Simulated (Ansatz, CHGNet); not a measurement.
For TaAs (I4₁md, No. 109, 4 atoms in the cell; start mp-1936), the machine-learned potential CHGNet-r²SCAN (trained on r²SCAN data) gives:

* **equilibrium lattice constant a**: 3.406 Å
* **c axis length**: 12.096 Å

Q: What does HSE06 (PAW; Ansatz, a quantum-chemistry and plane-wave program) give for the same quantities?

A: 
- lattice constant a: 3.433 Å (grows by 0.8 %)
- lattice parameter c: 11.666 Å (drops by 3.6 %)

Changes are worked out from the printed values.

Unless a cell is named, each level is at its own relaxed cell (CHGNet-r²SCAN 17.54, HSE06 17.18 Å³/atom).

Levels without +SOC leave out spin–orbit coupling, which shifts energies and cells of such heavy elements.

Caveats: exact exchange on metals is sensitive to the k mesh and can open a false gap (HSE06); the relaxation could not lower the start's symmetry, so the cell can be a saddle point above a distorted one (CHGNet-r²SCAN, HSE06). Ansatz's density-functional and Hartree–Fock values are scalar-relativistic unless marked +SOC, with PAW data made under PBE.

A start named mp-… is a Materials Project structure, which need not be a measured phase.
